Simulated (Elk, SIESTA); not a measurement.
A SIESTA input for a self-consistent single point of AuAl2 (Fm-3m, 3 atoms in the cell) (DFT, GGA PBE, numerical atomic orbitals DZP, PseudoDojo PBE standard norm-conserving potentials (rewritten from UPF to PSML)):

```
# files in the folder: Al.psml Au.psml (PseudoDojo PBE standard)
SystemName  AuAl2
SystemLabel siesta

NumberOfAtoms                3
NumberOfSpecies              2
%block ChemicalSpeciesLabel
  1 13 Al
  2 79 Au
%endblock ChemicalSpeciesLabel
LatticeConstant              4.149303 Ang
%block LatticeVectors
     0.000000000    0.707106712    0.707106712
     0.707106712    0.000000000    0.707106712
     0.707106712    0.707106712    0.000000000
%endblock LatticeVectors
AtomicCoordinatesFormat      Fractional
%block AtomicCoordinatesAndAtomicSpecies
     0.250000000    0.250000000    0.250000000  1
     0.750000000    0.750000000    0.750000000  1
     0.000000000    0.000000000    0.000000000  2
%endblock AtomicCoordinatesAndAtomicSpecies

XC.functional                GGA
XC.authors                   PBE
PAO.BasisSize                DZP
PAO.EnergyShift              0.005 Ry
MeshCutoff                   300 Ry
%block kgrid.MonkhorstPack
   13   0   0  0.0
    0  13   0  0.0
    0   0  13  0.0
%endblock kgrid.MonkhorstPack
OccupationFunction           MP
OccupationMPOrder            0
ElectronicTemperature        0.05 eV

MaxSCFIterations             150
SCF.Mixer.Method             Pulay
SCF.Mixer.Weight             0.2
SCF.Mixer.History            6
SCF.DM.Tolerance             1.0E-04
Diag.ParallelOverK           true
WriteForces                  true
```

### Question
Write the same calculation as an input for Elk.

### Answer
One input that does it (others would too):

```
tasks
  0

xctype
  20

rgkmax
  7.5

gmaxvr
  16.0

nxoapwlo
  1

stype
  0

swidth
  0.00183747

scale
  7.841045507

avec
    0.0000000000    0.7071067812    0.7071067812
    0.7071067812    0.0000000000    0.7071067812
    0.7071067812    0.7071067812    0.0000000000

sppath
  './'

atoms
  2   : nspecies
  'Al.in'   : spfname
  2   : natoms; atposl, bfcmt below
  0.2500000000  0.2500000000  0.2500000000    0.0 0.0 0.0
  0.7500000000  0.7500000000  0.7500000000    0.0 0.0 0.0
  'Au.in'   : spfname
  1   : natoms; atposl, bfcmt below
  0.0000000000  0.0000000000  0.0000000000    0.0 0.0 0.0

ngridk
  13 13 13
```

Basis, cutoffs, solver keys and any potentials are the target program's own. This input uses DFT, PBE, all-electron FP-LAPW, Elk's shipped species files, LAPW+lo basis.

The starting cell has typed, rounded lattice constants, without a prior relaxation at this level. Its lattice was rescaled by a random factor within 2.5 % of one.
